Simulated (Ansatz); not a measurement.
Effect of pressure 0.3 GPa on CsSnI3

Consider CsSnI₃ in the cubic perovskite structure (space group Pm-3m, No. 221; a = 6.0305 Å).

Now apply this change: a hydrostatic pressure of 0.3 GPa.

Computed with LDA (Ansatz, a first-principles code; PAW; 420 eV plane waves; without spin-orbit coupling). Settings: 8×8×8 k-points, 0.05 eV Fermi–Dirac smearing.

- Volume per atom: 43.26 Å³ (base 43.86 Å³)
- Density: 4.85 g/cm³ (base 4.79 g/cm³)
- Lattice parameter a: 6.003 Å (base 6.031 Å)
- Shortest interatomic distance: 3.001 Å (base 3.015 Å)
- Enthalpy H = E + PV relative to the base's energy: +0.08 eV/atom
- Band gap: zero (base zero)

With I present, leaving out spin-orbit coupling can change the band edges. Load acts through the strain it causes; cell and atoms are relaxed under it. Whether these cells are dynamically stable was not tested. All final runs are without spin polarisation. Many cubic perovskites are stable only at high temperature; tilts and polar distortions were not tested. A zero or small gap of CsSnI3 can be the functional's error rather than a property of the material.
